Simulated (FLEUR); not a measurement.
FLEUR run on InP (F-43m, 2 atoms in the cell): self-consistent single point.

Method: LDA (Vosko-Wilk-Nusair), all-electron FLAPW (FLEUR), scalar-relativistic valence.

```
CELL_PARAMETERS angstrom
      0.00000     2.95198     2.95198
      2.95198     0.00000     2.95198
      2.95198     2.95198     0.00000
ATOMIC_POSITIONS crystal
  In 0.00000 0.00000 0.00000
  P  0.25000 0.25000 0.25000
```

Reference input (self-consistent single point, DFT, LDA (Vosko-Wilk-Nusair), all-electron FLAPW (FLEUR), scalar-relativistic valence): Kmax = 4.6 1/bohr; GmaxXC = 18.4 1/bohr; xcFunctional = vwn; jspins = 1; l_soc = F; mode = hist; fermiSmearingEnergy = 0.00183747 Htr; mesh (inpgen div1-3) = 7 7 7; inpgen gamma flag = false; Gmax = 18.4 1/bohr; numbands = 0; maxIterBroyd = 40. This run's input differs from it in these lines:

```diff
@@ -35,3 +35,3 @@
    <cell>
-      <bzIntegration valenceElectrons="18.0" mode="hist" fermiSmearingEnergy="0.00183747">
+      <bzIntegration valenceElectrons="18.0" mode="hist" fermiSmearingEnergy="0.01102480">
          <kPointListSelection listName="default-1"/>
```

Output (repeated stretches shortened):

```
 Iteration:     1   Distance:       7.33417159 me/bohr^3
 Iteration:     2   Distance:       6.65959940 me/bohr^3
 Iteration:     3   Distance:       3.43257261 me/bohr^3
 Iteration:     4   Distance:       0.98577416 me/bohr^3
 Iteration:     5   Distance:       0.73549947 me/bohr^3
   [... 5 lines left out ...]
 Iteration:    11   Distance:       0.00026428 me/bohr^3
 Iteration:    12   Distance:       0.00028635 me/bohr^3
 Iteration:    13   Distance:       0.00004655 me/bohr^3
 Iteration:    14   Distance:       0.00000214 me/bohr^3
 Run finished successfully
 Stop message:
   Structural relaxation: Done

[file out, last iteration]
             iter=     15
[...]
          total density-effective poten   -1.0244824795E+04
          total charge density-energy d   -1.7690881253E+02
 Updated energy parameters for spin:           1
[...]
 fermi energy and band-weighting factors:

[...]
FERMIE:
          first approx. to ef    (T=0)  :   0.183696 htr   (energy of the highest occ. eigenvalue)
          number of occ. states  (T=0)  :        270
          first approx. to seigv (T=0)  :  -3.204534 htr
          sum of weights of occ. states :   9.000000
          sum of semicore charge        :   0.000000 e
FERHIS:  Fermi-Energy by histogram:
          bandgap                     :   0.013434 htr
   [... lines left out ...]
          charge neutrality (T=0)     :   0.000000    (zero if the highest occ. eigenvalue is "entirely" occupied)
     EF_NEWTON:  Adjust Fermi-Energy by Newton-Method.
 Direct bandgap for spin            1 :    6.3026189432314333E-002  Htr
 ---->    free energy=                     -6219.1885953796 htr
   [... lines left out ...]
      extrapolation for T->0
 ---->    total electron energy=           -6219.1877686767 htr
 ***** TOTAL FORCES ON ATOMS *****
 TOTAL FORCE FOR ATOM TYPE=  1  X=  0.000   Y=  0.000   Z=  0.000
                       FX_TOT= 0.000000 FY_TOT= 0.000000 FZ_TOT= 0.000000
 TOTAL FORCE FOR ATOM TYPE=  2  X=  2.789   Y=  2.789   Z=  2.789
                       FX_TOT= 0.000000 FY_TOT= 0.000000 FZ_TOT= 0.000000
 Structural relaxation: Done
```

The run converged in 14 iterations. FLEUR gives forces in its relaxation mode, with a further iteration, so its stop message speaks of a relaxation. Against the reference run the free energy drops by 5.9 meV/atom.

The starting cell comes from a database of computed structures (which also holds hypothetical and non-ambient phases and stackings), without a prior relaxation at this level. Values depend on the basis (sphere radii, cutoffs, local orbitals), which need not be converged. No gap is read from this output. The log's line on a gap gives a spacing of levels on this mesh, which the program prints for metals too.

Cost on one core of a shared machine: roughly 80 s.
